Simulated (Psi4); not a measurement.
Psi4 1.11, PBE0/def2-svp, scf_type pk: Zr(I)3(OH) ([OH][Zr]([I])([I])[I]), 6 atoms. The geometry is a generated start, not checked to be a minimum at this level.

| Item | Result |
|---|---|
| task | energy |
| method | pbe0 |
| basis | def2-svp |
| memory | 7 GB |
| e_convergence | 1e-08 |
| d_convergence | 1e-07 |
| guess | auto, which took SAD (default) |
| diis_max_vecs | 10 (default) |
| scf_initial_accelerator | adiis (default) |
| dft_radial_points | 75 (default) |
| dft_spherical_points | 302 (default) |
| effective core potentials | those of the basis set, past Kr |
| basis functions | 128 |
| grid points | 129795 |

```xyz
6

Zr     0.1749    -0.1043    -0.0149
I      2.3622     0.7510    -1.5074
I      1.2905    -1.1020     2.3337
I     -0.7582    -2.3486    -1.3757
O     -1.1445     1.1302     0.2233
H     -1.9250     1.6738     0.3411
```

The reference run uses exact four-centre integrals (scf_type = pk). Each setting ran once; only counts and results are compared.

Settings tried, all else as in the reference:
- scf_type = direct, screening = density, ints_tolerance = 1e-07
- scf_type = direct, screening = csam (default), ints_tolerance = 1e-07
- scf_type = direct, screening = density, ints_tolerance = 1e-09
- scf_type = direct, screening = csam (default), ints_tolerance = 1e-09
- scf_type = direct, screening = csam (default), ints_tolerance = 1e-05

Problem. Which settings reproduce the reference to 1.0 meV/atom in energy?

Solution. Within it: scf_type = direct, screening = csam (default), ints_tolerance = 1e-09; scf_type = direct, screening = density, ints_tolerance = 1e-09; scf_type = direct, screening = density, ints_tolerance = 1e-07; scf_type = direct, screening = csam (default), ints_tolerance = 1e-07; scf_type = direct, screening = csam (default), ints_tolerance = 1e-05. No setting lies outside.

```json
[
 {"setting": "scf_type = direct, screening = csam (default), ints_tolerance = 1e-09", "energy against the reference": "under 0.001 meV/atom"},
 {"setting": "scf_type = direct, screening = density, ints_tolerance = 1e-09", "energy against the reference": "under 0.001 meV/atom"},
 {"setting": "scf_type = direct, screening = density, ints_tolerance = 1e-07", "energy against the reference": "−0.0024 meV/atom"},
 {"setting": "scf_type = direct, screening = csam (default), ints_tolerance = 1e-07", "energy against the reference": "−0.0044 meV/atom"},
 {"setting": "scf_type = direct, screening = csam (default), ints_tolerance = 1e-05", "energy against the reference": "−0.44 meV/atom"}
]
```

Total energies are compared; such shifts often cancel in part in energy differences. No test of the SCF solution's stability was run. Also tried and not ranked: scf_type = direct, screening = density, ints_tolerance = 1e-05 (ended without SCF convergence in 100 iterations). The tolerance is a choice made for this comparison.
